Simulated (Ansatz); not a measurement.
Ansatz (a first-principles code) run on Cs (Im-3m, 1 atom in the cell): self-consistent single point.

Method: PBEsol, default PAW files made with PBE (plane waves; Ansatz).

```
CELL_PARAMETERS angstrom
     -3.03475     3.03475     3.03475
      3.03475    -3.03475     3.03475
      3.03475     3.03475    -3.03475
ATOMIC_POSITIONS crystal
  Cs 0.00000 0.00000 0.00000
```

Reference input (self-consistent single point, DFT, PBEsol, plane waves, default PAW files made with PBE): basis.ecutwfc = 30.9 Ry; kpoints.mp_grid.grid = 8 8 8; hamiltonian.xc = pbesol; hamiltonian.pseudopotentials = {kind: paw} (the program's default PAW files); scf.occupations.method = gaussian; scf.occupations.width = 0.0073 Ry. This run's input differs from it in these lines:

Ansatz 0.2 input:
```diff
@@ -10,3 +10,3 @@
 kpoints:
-  mp_grid: { grid: [8, 8, 8] }
+  mp_grid: { grid: [18, 18, 18] }
 hamiltonian:
@@ -15,3 +15,3 @@
 scf:
-  occupations: { method: gaussian, width: 0.0073 Ry }
+  occupations: { method: gaussian, width: 0.0037 Ry }
 output:
```

Log, with long lists cut:

```
SCF iter   1: F=—  HF=-5585.793591 eV  |F-HF|=—  |Δ(HF+E_count)|=         —  Δρ=4.98e-4  dr2=2.54e-4  ethr=1.77e-3  ⟨swp⟩=6.0  Hψ=14930  notcnv=0
all-band conjugate gradients solve this SCF's bands
preconditioner: auto → Kerker (q_TF=auto, 1.793 Å⁻¹)
SCF iter   2: F=—  HF=-5585.793940 eV  |F-HF|=—  |Δ(HF+E_count)|=   3.49e-4  Δρ=2.99e-4  dr2=1.08e-4  ethr=2.82e-6  ⟨swp⟩=2.2  Hψ=4349  notcnv=0
SCF iter   3: F=—  HF=-5585.793994 eV  |F-HF|=—  |Δ(HF+E_count)|=   5.37e-5  Δρ=7.01e-5  dr2=6.39e-6  ethr=1.20e-6  ⟨swp⟩=2.0  Hψ=2570  notcnv=0
SCF iter   4: F=—  HF=-5585.793994 eV  |F-HF|=—  |Δ(HF+E_count)|=   1.88e-8  Δρ=2.80e-5  dr2=2.37e-6  ethr=7.10e-8  ⟨swp⟩=2.0  Hψ=2540  notcnv=0
SCF iter   5: F=—  HF=-5585.793994 eV  |F-HF|=—  |Δ(HF+E_count)|=   2.45e-8  Δρ=1.24e-5  dr2=1.76e-7  ethr=2.63e-8  ⟨swp⟩=2.0  Hψ=2456  notcnv=0
SCF iter   6: F=-5585.793994 eV  HF=-5585.793994 eV  |F-HF|=1.93e-9  |Δ(HF+E_count)|=   5.47e-8  Δρ=1.49e-6  dr2=1.83e-9  ethr=1.11e-9  ⟨swp⟩=5.8  Hψ=8883  notcnv=0
SCF 1 converged in 6 iterations: F = -5585.793994 eV  dr2 = 1.83e-9
Free energy (F): -5585.793994 eV
Internal energy: -5585.791969 eV  (E = F + TS)
E sigma→0 (E₀):  -5585.792981 eV
Entropy (-TS):   -0.002025 eV (-2.025 meV/atom)
Fermi energy:    2.269119 eV
--- Forces (eV/Å), atoms counted from 1 ---
  atom   1  Cs     0.00000000    -0.00000000    -0.00000000
--- Stress (GPa, compression-positive) ---
       -0.054652       0.000000       0.000000
        0.000000      -0.054652      -0.000000
       -0.000000       0.000000      -0.054652
  P = ⅓ Tr σ = -0.0547 GPa (-0.547 kbar)
  The stress holds the Pulay correction. Without it, at fixed plane waves, as pw.x and ABINIT print it: P = -0.0548 GPa
```

The run converged in 6 iterations. Against the reference run the free energy drops by 1.0 meV/atom and the pressure hardly changes (-0.06 to -0.05 GPa).

The starting cell has typed, rounded lattice constants, without a prior relaxation at this level. Its lattice was rescaled by up to half a per cent. Ansatz's pressure includes its estimate of the finite-basis (Pulay) stress.
